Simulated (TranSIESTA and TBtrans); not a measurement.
Junction: Ag point contact of 4 atoms in a row between two rods, one bond stretched by the factor 1.25. Leads: fcc Ag rod along [100], layers of 5 and 4 atoms, a = 4.15 Å. Geometry: as built, not relaxed. Transport runs along z; the first 18 and the last 18 of the 71 atoms are the lead cells, repeated to infinity.

```xyz
71
Lattice="14.369 0.000 0.000 0.000 14.369 0.000 0.000 0.000 41.974" Properties=species:S:1:pos:R:3 pbc="F F T"
Ag     7.184     7.184     0.000
Ag    10.119     7.184     0.000
Ag     7.184    10.119     0.000
Ag     4.250     7.184     0.000
Ag     7.184     4.250     0.000
Ag     8.652     8.652     2.075
Ag     5.717     8.652     2.075
Ag     8.652     5.717     2.075
Ag     5.717     5.717     2.075
Ag     7.184     7.184     4.150
Ag    10.119     7.184     4.150
Ag     7.184    10.119     4.150
Ag     4.250     7.184     4.150
Ag     7.184     4.250     4.150
Ag     8.652     8.652     6.225
Ag     5.717     8.652     6.225
Ag     8.652     5.717     6.225
Ag     5.717     5.717     6.225
Ag     7.184     7.184     8.300
Ag    10.119     7.184     8.300
Ag     7.184    10.119     8.300
Ag     4.250     7.184     8.300
Ag     7.184     4.250     8.300
Ag     8.652     8.652    10.375
Ag     5.717     8.652    10.375
Ag     8.652     5.717    10.375
Ag     5.717     5.717    10.375
Ag     7.184     7.184    12.450
Ag    10.119     7.184    12.450
Ag     7.184    10.119    12.450
Ag     4.250     7.184    12.450
Ag     7.184     4.250    12.450
Ag     8.652     8.652    14.525
Ag     5.717     8.652    14.525
Ag     8.652     5.717    14.525
Ag     5.717     5.717    14.525
Ag     7.184     7.184    16.600
Ag     7.184     7.184    19.300
Ag     7.184     7.184    22.674
Ag     7.184     7.184    25.374
Ag     8.652     8.652    27.449
Ag     5.717     8.652    27.449
Ag     8.652     5.717    27.449
Ag     5.717     5.717    27.449
Ag     7.184     7.184    29.524
Ag    10.119     7.184    29.524
Ag     7.184    10.119    29.524
Ag     4.250     7.184    29.524
Ag     7.184     4.250    29.524
Ag     8.652     8.652    31.599
Ag     5.717     8.652    31.599
Ag     8.652     5.717    31.599
Ag     5.717     5.717    31.599
Ag     7.184     7.184    33.674
Ag    10.119     7.184    33.674
Ag     7.184    10.119    33.674
Ag     4.250     7.184    33.674
Ag     7.184     4.250    33.674
Ag     8.652     8.652    35.749
Ag     5.717     8.652    35.749
Ag     8.652     5.717    35.749
Ag     5.717     5.717    35.749
Ag     7.184     7.184    37.824
Ag    10.119     7.184    37.824
Ag     7.184    10.119    37.824
Ag     4.250     7.184    37.824
Ag     7.184     4.250    37.824
Ag     8.652     8.652    39.899
Ag     5.717     8.652    39.899
Ag     8.652     5.717    39.899
Ag     5.717     5.717    39.899
```

Run with TranSIESTA and TBtrans (open boundaries, self-consistent; PseudoDojo norm-conserving potentials, scalar-relativistic): PAO.BasisSize SZP, PAO.EnergyShift 0.15 eV, XC.Authors PBE, Mesh.Cutoff 150 Ry, ElectronicTemperature 300 K, TS.Voltage 0.0 eV, TBT.Elecs.Eta 0.001 eV, no spin polarisation.

Energies count from the leads' Fermi level. Transmissions are for one spin of a degenerate pair. The energy step is 0.02 eV; narrower resonances are cut or missed.

| E (eV) | T |
|---|---|
| -0.20 | 0.958 |
| -0.16 | 0.966 |
| -0.12 | 0.973 |
| -0.08 | 0.980 |
| -0.04 | 0.986 |
| 0.00 | 0.993 |
| 0.04 | 0.999 |
| 0.08 | 0.998 |
| 0.12 | 0.998 |
| 0.16 | 0.997 |
| 0.20 | 0.997 |

**Question.** Give the zero-bias conductance in μS and the resistance at 300 K.

**Answer.** At the Fermi level T = 0.993. Averaged with −∂f/∂E over the full grid (kT = 25.9 meV) it is 0.992. With G0 = 2e²/h = 77.48 μS, G = 76.9 μS and R = 1/G = 13.0 kΩ.

**Question.** The eigenchannels at the Fermi level transmit 0.993. What Fano factor of the shot noise follows at low temperature and bias?

**Answer.** F = Σ τ(1 − τ)/Σ τ = 0.00695/0.993 = 0.01.

**Question.** Estimate the current at 0.2 V in linear response, and compare with the self-consistent run.

**Answer.** I = G V = 76.9 μS × 0.2 V = 15.4 μA; the self-consistent run gives 15.4 μA, 1.00 of it. Linear response leaves out the change of T over the bias window and the shift of levels under bias.

The leads' channel count changes near 0.03 eV, within the thermal window, so values at the Fermi level hang on where that band edge falls.
